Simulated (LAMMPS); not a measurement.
LAMMPS 22 Jul 2025, classical MD, Tersoff (Si.tersoff): Si, 2744 atoms.

```json
{
 "task": "MD, nve",
 "potential": "Tersoff, Si.tersoff",
 "copies_of_the_repeat_unit": "7×7×7",
 "shape (slab and sphere leave vacuum in the box)": "bulk",
 "steps": "2000",
 "timestep": "1 fs",
 "thermo": "50",
 "newton": "on (default)",
 "atom_modify sort (bins of 2 Å where set)": "1000 (default)",
 "comm_style": "brick (default)",
 "box": "38.0 × 38.0 × 38.0 Å",
 "start": "generated diamond lattice, warmed in an untimed run"
}
```

All runs start from one configuration, warmed at this fixed volume for 1000 steps under a thermostat at 300 K. The run at a skin of 2 Å has a mean temperature of 300 K and a mean pressure of -0.2 GPa.

Single runs; times are not shown.

With neigh_modify every 1 delay 0 check yes, skins of 0.1, 0.3, 0.5, 1, 1.5, 2, 3 Å were run. Further schedules:
- skin 2 Å, every 10 delay 0 check yes
- skin 1 Å, every 100 delay 0 check no
- skin 0.3 Å, every 1 delay 10 check yes
- skin 0.3 Å, every 20 delay 0 check no
- skin 0.3 Å, every 100 delay 0 check no
- skin 1 Å, every 10 delay 0 check yes
- skin 1 Å, every 1 delay 10 check yes

A schedule rebuilds too seldom if it shows a dangerous build, rebuilds less often than the check at every step does at that skin, or fails.

How often does the distance check rebuild the lists at each skin, and which schedules rebuild too seldom?

With the check at every step the rebuilds are 473 at 0.1 Å, 163 at 0.3 Å, 93 at 0.5 Å, 32 at 1 Å, 17 at 1.5 Å, 0 at 2 Å, 0 at 3 Å. Too seldom: skin 1 Å, every 100 delay 0 check no; skin 0.3 Å, every 1 delay 10 check yes; skin 0.3 Å, every 20 delay 0 check no; skin 0.3 Å, every 100 delay 0 check no; skin 1 Å, every 10 delay 0 check yes.

```json
[
 {"setting": "skin 0.1 Å, every 1 delay 0 check yes", "rebuilds": "473", "dangerous builds": "—", "list entries an atom": "4.00", "change of the total energy (meV/atom)": "+0.0019"},
 {"setting": "skin 0.3 Å, every 1 delay 0 check yes", "rebuilds": "163", "dangerous builds": "—", "list entries an atom": "4.08", "change of the total energy (meV/atom)": "+0.0019"},
 {"setting": "skin 0.5 Å, every 1 delay 0 check yes", "rebuilds": "93", "dangerous builds": "—", "list entries an atom": "5.57", "change of the total energy (meV/atom)": "+0.0019"},
 {"setting": "skin 1 Å, every 1 delay 0 check yes", "rebuilds": "32", "dangerous builds": "—", "list entries an atom": "16.2", "change of the total energy (meV/atom)": "+0.0019"},
 {"setting": "skin 1.5 Å, every 1 delay 0 check yes", "rebuilds": "17", "dangerous builds": "—", "list entries an atom": "26.8", "change of the total energy (meV/atom)": "+0.0019"},
 {"setting": "skin 2 Å, every 1 delay 0 check yes", "rebuilds": "0", "dangerous builds": "—", "list entries an atom": "28.3", "change of the total energy (meV/atom)": "+0.0019"},
 {"setting": "skin 3 Å, every 1 delay 0 check yes", "rebuilds": "0", "dangerous builds": "—", "list entries an atom": "45.7", "change of the total energy (meV/atom)": "+0.0019"},
 {"setting": "skin 2 Å, every 10 delay 0 check yes", "rebuilds": "0", "dangerous builds": "0", "list entries an atom": "28.3", "change of the total energy (meV/atom)": "+0.0019"},
 {"setting": "skin 1 Å, every 100 delay 0 check no", "rebuilds": "20", "dangerous builds": "not counted", "list entries an atom": "16.2", "change of the total energy (meV/atom)": "+0.0019"},
 {"setting": "skin 0.3 Å, every 1 delay 10 check yes", "rebuilds": "163", "dangerous builds": "3", "list entries an atom": "4.08", "change of the total energy (meV/atom)": "+0.0019"},
 {"setting": "skin 0.3 Å, every 20 delay 0 check no", "rebuilds": "100", "dangerous builds": "not counted", "list entries an atom": "4.07", "change of the total energy (meV/atom)": "+0.0019"},
 {"setting": "skin 0.3 Å, every 100 delay 0 check no", "rebuilds": "20", "dangerous builds": "not counted", "list entries an atom": "4.07", "change of the total energy (meV/atom)": "+0.017"},
 {"setting": "skin 1 Å, every 10 delay 0 check yes", "rebuilds": "29", "dangerous builds": "0", "list entries an atom": "16.2", "change of the total energy (meV/atom)": "+0.0019"},
 {"setting": "skin 1 Å, every 1 delay 10 check yes", "rebuilds": "32", "dangerous builds": "0", "list entries an atom": "16.2", "change of the total energy (meV/atom)": "+0.0019"}
]
```

Where the energy changes as in the checked runs, the late rebuilds cost nothing that shows in this run. List entries are as LAMMPS prints them (Ave neighs/atom).
